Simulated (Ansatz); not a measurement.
**Pressure series in CdSe**

The parent structure is CdSe in the zinc blende structure (space group F-43m, No. 216).

```yaml
crystal:
  lattice:
    - [0.00000, 3.09814, 3.09814]
    - [3.09814, 0.00000, 3.09814]
    - [3.09814, 3.09814, 0.00000]
  atoms:
    - { symbol: Se, position: [0.75000, 0.75000, 0.75000] }
    - { symbol: Cd, position: [0.00000, 0.00000, 0.00000] }
```

Cell and atoms are relaxed at each pressure.

Calculations: DFT with PBE, PAW potentials and a 420 eV plane-wave cutoff in Ansatz (an electronic-structure program), scalar-relativistic without spin-orbit coupling.

Notes on the quantities. hole mass: degenerate bands, along [100]; enthalpy: H = E + PV relative to the base's energy.

```tsv
change	hole mass	width of the top valence band	enthalpy	band gap
base	0.054, 0.73, 0.73 mₑ (at Γ)	1.98 eV	–	0.49 eV
pressure −2 GPa	0.045, 0.79, 0.79 mₑ (at Γ)	1.79 eV	-0.38 eV/atom	0.39 eV
pressure −1 GPa	0.050, 0.76, 0.76 mₑ (at Γ)	1.89 eV	-0.19 eV/atom	0.45 eV
pressure 0.9 GPa	0.057, 0.71, 0.71 mₑ (at Γ)	2.05 eV	+0.17 eV/atom	0.53 eV
pressure 2.1 GPa	0.060, 0.69, 0.69 mₑ (at Γ)	2.15 eV	+0.38 eV/atom	0.58 eV
pressure 4.5 GPa	0.067, 0.65, 0.65 mₑ (at Γ)	2.32 eV	+0.80 eV/atom	0.66 eV
pressure 9 GPa	0.075, 0.59, 0.59 mₑ (at Γ)	2.57 eV	+1.54 eV/atom	0.79 eV
pressure 15 GPa	0.083, 0.54, 0.54 mₑ (at Γ)	2.84 eV	+2.48 eV/atom	0.91 eV
pressure 22.5 GPa	0.090, 0.49, 0.49 mₑ (at Γ)	3.12 eV	+3.57 eV/atom	1.02 eV
pressure 30 GPa	0.095, 0.46, 0.46 mₑ (at Γ)	3.37 eV	+4.61 eV/atom	1.10 eV
```

Load acts through the strain it causes; cell and atoms are relaxed under it. Effective masses come from finite differences of ±0.01 Å⁻¹. Stability against distortions was not tested. Tetrahedral semiconductors of this kind turn to denser phases somewhere between about 1 and 50 GPa; those were not computed, so compressed cells here can lie past the real transition.
